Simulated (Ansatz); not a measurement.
BAs: strain along the normal

BAs (zinc blende, F-43m, 13.246 Å³/atom at rest) under an equal strain ε in the (111) plane with the normal axis free, as in a coherent film. LDA in Ansatz, a plane-wave DFT program (PAW, default set), 420 eV, 12×12×12 Γ-centred mesh, Fermi-Dirac smearing 0.05 eV; ions are relaxed within the symmetry of each cell.

Here s stands for strain and y for normal strain.

| strain (%) | normal strain (%) |
|---|---|
| -1.25 | 0.31 |
| -0.83 | 0.21 |
| -0.42 | 0.10 |
| 0.00 | 0.00 |
| 0.42 | -0.10 |
| 0.83 | -0.20 |
| 1.25 | -0.30 |
| 2.50 | ? |

Fit y of the 7 rows that show it with a straight line. Means: s 0, y 0.003. About the means, the sum of products is -1.1868 and the sum of squares of s is 4.8556; the slope is their ratio. Least squares gives y = 0.003 - 0.2444·s. Residuals (row less fit): 0.002, 0.004, -0.006, -0.003, 0.000, 0.000, 0.003; standard error 0.004 (degrees of freedom: 5). The slope, -0.24 ± 0.00, is the elastic response of the normal axis.

### Question
Predict the withheld y at s = 2.50 from the fit, and compare with the calculation.

### Answer
y = 0.003 - 0.2444 × 2.50 = -0.608%. The calculation gives -0.57%, 0.038% above the prediction (4.3 % of the range of y in the table). The row lies outside the fitted rows, so this is an extrapolation. The fitted rows scatter only by rounding.

One order more, fitted to all 13 runs of the series, follows each within 0.01, so the miss is the next term of a smooth law. Rows are the converged runs of the series near zero and its far end; series whose fitted rows scatter by over a few per cent of the range, as at a crossing or softening among them, aren't shown in this form. Most that stay on the fit to the last digits aren't either.
